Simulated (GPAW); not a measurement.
## GPAW run on K (Im-3m, 1 atom in the cell): self-consistent single point

Method: PBE, GPAW PAW datasets PBE (gpaw-data 1.0.1) (plane waves; GPAW).

The input file:

```python
from ase import Atoms
from ase.units import GPa
from gpaw import GPAW

atoms = Atoms(['K'],
              cell=[[-2.653200, 2.653200, 2.653200],
                    [2.653200, -2.653200, 2.653200],
                    [2.653200, 2.653200, -2.653200]],
              scaled_positions=[[0.000000, 0.000000, 0.000000]],
              pbc=True)

calc = GPAW(mode={'name': 'pw', 'ecut': 600},
            xc='PBE',
            kpts={'size': (6, 6, 6), 'gamma': True},
            occupations={'name': 'fermi-dirac', 'width': 0.1},
            nbands=-7,
            convergence={'density': 1e-05, 'energy': 1e-05},
            symmetry={'symmorphic': False, 'tolerance': 0.0005},
            maxiter=120,
            txt='-')

atoms.calc = calc

energy = atoms.get_potential_energy()
print('Energy (eV):', round(energy, 6))
forces = atoms.get_forces()
print('Forces (eV/Ang):')
print(forces.round(5))
stress = atoms.get_stress()
print('Stress (GPa, Voigt):', (stress / GPa).round(4))
```

The program printed (abridged):

```
Input parameters:
  convergence: {density: 1e-05,
                energy: 1e-05}
  kpts: {gamma: True,
         size: (6, 6, 6)}
  maxiter: 120
  mode: {ecut: 600,
         name: pw}
  nbands: -7
  occupations: {name: fermi-dirac,
                width: 0.1}
  symmetry: {symmorphic: False,
             tolerance: 0.0005}
  xc: PBE

species:
  K:
    name: Potassium
    Z: 19.0
    valence: 9
    core: 10
    charge: 0.0
    file: K.PBE.gz

    # Using partial waves for K as LCAO basis

Reference energy: -16382.253218  # eV

Spin-paired calculation

Convergence criteria:
 Maximum [total energy] change in last 3 cyles: 1e-05 eV / valence electron
 Maximum integral of absolute [dens]ity change: 1e-05 electrons / valence electron
 Maximum integral of absolute [eigenst]ate change: 4e-08 eV^2 / valence electron
 Maximum number of scf [iter]ations: 120

Symmetries present (total): 48
Symmetries with fractional translations: 0
216 k-points: 6 x 6 x 6 Monkhorst-Pack grid + [1/12,1/12,1/12]
16 k-points in the irreducible part of the Brillouin zone
       k-points in crystal coordinates                weights
   0:     0.00000000    0.00000000    0.00000000          1/216
   1:     0.16666667    0.00000000    0.00000000         12/216
   2:     0.16666667    0.16666667   -0.16666667          6/216
   [... 7 lines left out ...]
          ...
  15:     0.50000000    0.50000000    0.50000000          1/216

Wave functions: Plane wave expansion
  Cutoff energy: 600.000 eV
  Number of coefficients (min, max): 2454, 2511
  Pulay-stress correction: 0.000000 eV/Ang^3 (de/decut=0.000000)

Occupation numbers: Fermi-Dirac:
  width: 0.1000  # eV

Eigensolver

Densities:
  Coarse grid: 27*27*27 grid
  Fine grid: 54*54*54 grid
  Total Charge: 0.000000

Density mixing:
  Method: separate
  Backend: pulay
  Linear mixing parameter: 0.05
  old densities: 5
  Damping of long wavelength oscillations: 50

Hamiltonian:
  XC and Coulomb potentials evaluated on a 54*54*54 grid
  External potential:
    NoExternalPotential

XC parameters: PBE with 2 nearest neighbor stencil

Number of atoms: 1
Number of atomic orbitals: 5
Number of bands in calculation: 11
Number of valence electrons: 9
Bands to converge: occupied

Density initialized from atomic densities
  5 bands from LCAO basis set
  6 bands from random numbers

Atomic positions and initial magnetic moments

Positions:
   0 K      0.000000    0.000000    0.000000    ( 0.0000,  0.0000,  0.0000)

Unit cell:
           periodic     x           y           z      points  spacing
  1. axis:    yes   -2.653200    2.653200    2.653200    27     0.1390
  2. axis:    yes    2.653200   -2.653200    2.653200    27     0.1390
  3. axis:    yes    2.653200    2.653200   -2.653200    27     0.1390

  Lengths:   4.595477   4.595477   4.595477
  Angles:  109.471221 109.471221 109.471221

Effective grid spacing dv^(1/3) = 0.1560

     iter     time        total  log10-change:
                         energy   eigst   dens
iter:   1 --:--:--    -1.425430
iter:   2 --:--:--    -1.397964   -1.77  -1.34
iter:   3 --:--:--    -1.205159   -1.37  -1.37
iter:   4 --:--:--    -1.206323   -2.61  -1.69
iter:   5 --:--:--    -1.223783   -2.49  -1.73
iter:   6 --:--:--    -1.209399   -2.71  -1.95
iter:   7 --:--:--    -1.209287   -4.05  -2.88
iter:   8 --:--:--    -1.209269   -5.27  -2.97
iter:   9 --:--:--    -1.209270c  -6.32  -4.15
iter:  10 --:--:--    -1.209269c  -7.32  -4.01
iter:  11 --:--:--    -1.209269c  -7.45c -4.22
iter:  12 --:--:--    -1.209269c  -8.79c -4.76
iter:  13 --:--:--    -1.209269c  -9.08c -5.27c

Converged after 13 iterations.

Dipole moment: (0.000000, 0.000000, -0.000000) |e|*Ang

Energy contributions relative to reference atoms: (reference = -16382.253218)

Kinetic:         -3.243011
Potential:       +3.802698
External:        +0.000000
XC:              -1.097922
Entropy (-ST):   -0.035367
Local:           -0.653350
SIC:             +0.000000
--------------------------
Free energy:     -1.226952
Extrapolated:    -1.209269

Showing only first 2 kpts
 Kpt  Band  Eigenvalues  Occupancy
  0     2    -14.64069    2.00000
  0     3    -14.64069    2.00000
  0     4     -1.17358    2.00000
  0     5      5.21233    0.00000

  1     2    -14.64607    2.00000
  1     3    -14.64065    2.00000
  1     4     -0.83679    2.00000
  1     5      4.59461    0.00000

Fermi level: 0.96611

No gap
No difference between direct/indirect transitions
Energy (eV): -1.209269

Forces in eV/Ang:
  0 K     0.00000   -0.00000    0.00000

Stress tensor:
     0.000162     0.000000     0.000000
     0.000000     0.000162    -0.000000
     0.000000    -0.000000     0.000162
Stress (GPa, Voigt): [ 0.026  0.026  0.026 -0.     0.     0.   ]
```

The run converged in 13 iterations. GPAW prints stress with tension positive.

The starting cell has typed, rounded lattice constants, without a prior relaxation at this level. Its lattice was rescaled by up to half a per cent.
